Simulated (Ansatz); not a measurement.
The parent structure is MgB$_{2}$ (space group I4/mmm, No. 139; a = 2.6640 Å, c = 8.3537 Å; a hypothetical phase, not in the database extracts checked; relaxed with 0.1 eV smearing). Axes: x, y, z lie along a, b, c of the conventional cell.

One thing is altered: biaxial strain +0.17 %, plane normal [001], relaxed out of plane (Cartesian); in-plane vectors clamped, the third vector and the atoms free.

Levels (all Ansatz, a first-principles code, PAW): PBEsol (420 eV, no spin-orbit coupling); r2SCAN (500 eV, without spin-orbit coupling).

The geometry is relaxed with PBEsol.

```
Property            Value
---------------  --------
PBEsol pressure  -0.3 GPa
```

**Question.** Predict the pressure from r2SCAN.

**Answer.** The pressure goes up by 1.3 GPa, from -0.3 GPa to 1.0 GPa.

Single points use the geometry relaxed with PBEsol. Their cutoffs differ, which shifts pressures a little. No phonon test of stability was made. All final runs are without spin polarisation.
